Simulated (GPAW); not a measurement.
GPAW run on the (001) slab of Mg (cut from a parent of space group no. 194; 2 atoms in the cell): self-consistent single point.

Method: LDA (Perdew-Wang 92), LCAO dzp, GPAW PAW datasets LDA (gpaw-data 1.0.1) (GPAW).

The change in words: vacuum of 5 angstrom (first run: 14 Å). Reference geometry:
```
Mg
1.0
    3.20037     0.00000     0.00000
   -1.60018     2.77160     0.00000
    0.00000     0.00000    16.59721
Mg
2
Direct
  0.66667   0.33333   0.57824
  0.33333   0.66667   0.42176
```

Reference input (self-consistent single point, DFT LDA (Perdew-Wang 92), LCAO dzp, GPAW PAW datasets LDA (gpaw-data 1.0.1)): mode = lcao; h = 0.18 Å; basis = dzp; xc = LDA; kpts = 6 6 1; mesh shift (steps) = 0 0 0; occupations.name = fermi-dirac; occupations.width = 0.1 eV; convergence.density = 1e-05 e/electron; symmetry.symmorphic = false; symmetry.tolerance = 0.0005; maxiter = 150. This run's input differs from it in these lines:

```diff
@@ -6,5 +6,5 @@
                     [-1.600185, 2.771602, 0.000000],
-                    [0.000000, 0.000000, 16.597211]],
-              scaled_positions=[[0.666667, 0.333333, 0.578242],
-                                [0.333333, 0.666667, 0.421758]],
+                    [0.000000, 0.000000, 7.597198]],
+              scaled_positions=[[0.666667, 0.333333, 0.670931],
+                                [0.333333, 0.666667, 0.329069]],
               pbc=True)
```

The program printed (abridged):

```
     iter     time        total  log10-change:
                         energy   eigst   dens
iter:   1 --:--:--    -2.513549        c
iter:   2 --:--:--    -2.508696        c -1.55
iter:   3 --:--:--    -2.513916c       c -1.57
iter:   4 --:--:--    -2.500882        c -1.88
iter:   5 --:--:--    -2.500800        c -2.17
iter:   6 --:--:--    -2.500775c       c -3.15
iter:   7 --:--:--    -2.500469c       c -2.73
iter:   8 --:--:--    -2.500471c       c -3.99
iter:   9 --:--:--    -2.500503c       c -4.00
iter:  10 --:--:--    -2.500503c       c -5.45c
Converged after 10 iterations.

Dipole moment: (0.108745, 0.188352, 0.028720) |e|*Ang

Energy contributions relative to reference atoms: (reference = -10854.460033)

Kinetic:         +3.591781
Potential:       -0.968550
External:        +0.000000
XC:              -5.098265
Entropy (-ST):   -0.077766
Local:           +0.013414
SIC:             +0.000000
--------------------------
Free energy:     -2.539385
Extrapolated:    -2.500503

Showing only first 2 kpts
 Kpt  Band  Eigenvalues  Occupancy
  0     8     -4.91427    2.00000
  0     9     -2.15761    2.00000
  0    10      0.01770    2.00000
  0    11      6.60547    0.00000

  1     8     -4.37113    2.00000
  1     9     -1.61224    2.00000
  1    10      0.55266    1.99952
  1    11      7.25008    0.00000

Fermi level: 1.38632

No gap
No difference between direct/indirect transitions
Energy (eV): -2.500503

Forces in eV/Ang:
  0 Mg   -0.00000    0.00000    0.18941
  1 Mg    0.00000   -0.00000   -0.18941
```

The run converged in 10 iterations. Against the reference run the free energy goes down by 26.0 meV/atom and the largest force goes from 0.234 to 0.189 eV/Å.

The starting cell has typed, rounded lattice constants, without a prior relaxation at this level. The slab is cut from that crystal, and its faces are unrelaxed. Its lattice was rescaled by up to half a per cent. Values carry the incompleteness of an atom-centred basis.

Cost on one core of a shared machine: roughly 60 s.
